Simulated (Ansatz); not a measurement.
**Fermi-surface data of CoSn (P6/mmm)**

Input:

```yaml
crystal:
  lattice:
    - [5.21843, 0.00000, 0.00000]
    - [-2.60921, 4.51929, 0.00000]
    - [0.00000, 0.00000, 4.17053]
  atoms:
    - { symbol: Co, position: [0.00000, 0.50000, 0.00000] }
    - { symbol: Co, position: [0.50000, 0.00000, 0.00000] }
    - { symbol: Co, position: [0.50000, 0.50000, 0.00000] }
    - { symbol: Sn, position: [0.66667, 0.33333, 0.50000] }
    - { symbol: Sn, position: [0.33333, 0.66667, 0.50000] }
    - { symbol: Sn, position: [0.00000, 0.00000, 0.00000] }
```

The numbers are results of PBEsol, rigid bands (plane waves, PAW, scalar-relativistic; Ansatz, an electronic-structure program), not measurements. How the cell was made: cell and atoms relaxed with PBEsol.

```yaml
density of states at the Fermi level: 2.54 states/(eV·cell), both spins
bare Sommerfeld coefficient: 1.00 mJ/(mol of atoms·K²)
drude_plasma_energy: 1.84 (x), 1.84 (y), 7.0 (z) eV
root-mean-square Fermi velocity: 5.2e5 m/s
resistivity times τ: 145 (x), 145 (y), 10.0 (z) ×10⁻²² Ω·m·s
```

A metal at this level (no band gap); rigid bands, thermally averaged at 300 K, both spins. Spin-orbit coupling is left out. τ is one relaxation time for all states.

Treated as nonmagnetic (a ferromagnetic start lost its moment, other orders weren't tried): CoSn (P6/mmm).
